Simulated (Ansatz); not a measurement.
Inside the gap of an insulator the Bloch states are evanescent, with a wavenumber k + iκ along the transport direction.

Given:

```xyz
8
Lattice="3.0757 0.0000 0.0000 -1.5378 2.6636 0.0000 0.0000 0.0000 10.0707" Properties=species:S:1:pos:R:3 pbc="T T T"
Si     1.5378     0.8879     9.4447
Si     0.0000     1.7757     4.4093
Si     0.0000     0.0000     6.9275
Si     0.0000     0.0000     1.8922
C      1.5378     0.8879     7.5510
C      0.0000     1.7757     2.5156
C      0.0000     0.0000     5.0400
C      0.0000     0.0000     0.0046
```

The cell is taken as given.

Transport runs along the normal of the first two printed cell vectors, the (001) plane of the conventional cell.

The gap is the functional's own, uncorrected, and κ follows it; spin-orbit coupling is left out. Mid-gap means the computed energy nearest the middle.

Problem. Compute, with r2SCAN in Ansatz (a first-principles code), the band gap and the smallest decay constant κ at mid-gap.

Solution. Gap 2.60 eV on a 12×12×4 mesh; κ = 0.234 1/Å, at the zone centre.
